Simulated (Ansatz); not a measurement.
System: GeSb4Te7 (P-3m1, No. 164, 12 atoms in the cell; start mp-29641). Method: r²SCAN in Ansatz (PAW).

Numerical settings: plane-wave cutoff 560 eV, 12×12×2 k mesh (along the axes of the cell as run), Fermi–Dirac smearing 0.01 eV, scalar-relativistic PAW data made under PBE.

Cell (relaxed with PBE-D3(BJ)):

```yaml
crystal:
  lattice:
    - [4.25885, 0.00000, 0.00000]
    - [-2.12942, 3.68827, 0.00000]
    - [0.00000, 0.00000, 23.34723]
  atoms:
    - { symbol: Ge, position: [0.00000, 0.00000, 0.50000] }
    - { symbol: Sb, position: [0.66667, 0.33333, 0.91572] }
    - { symbol: Sb, position: [0.33333, 0.66667, 0.08428] }
    - { symbol: Sb, position: [0.33333, 0.66667, 0.34365] }
    - { symbol: Sb, position: [0.66667, 0.33333, 0.65635] }
    - { symbol: Te, position: [0.33333, 0.66667, 0.84200] }
    - { symbol: Te, position: [0.66667, 0.33333, 0.15800] }
    - { symbol: Te, position: [0.00000, 0.00000, 0.72985] }
    - { symbol: Te, position: [0.00000, 0.00000, 0.27015] }
    - { symbol: Te, position: [0.66667, 0.33333, 0.42883] }
    - { symbol: Te, position: [0.33333, 0.66667, 0.57117] }
    - { symbol: Te, position: [0.00000, 0.00000, 0.00000] }
```

Task: Predict the band gap and direct gap at Γ.

Result: 
band gap: 0.00 eV (under three smearing widths, so not firm)
direct gap at Γ: 0.32 eV

Note: cell and atoms aren't relaxed at this level (largest force component 0.22 eV/Å, pressure 1.8 GPa).

Spin–orbit coupling is not included; it can close the smallest gap of 0.00 eV.

Computed values are for the static lattice.

A start named mp-… is a Materials Project structure, which need not be a measured phase.

Ansatz is a first-principles code.
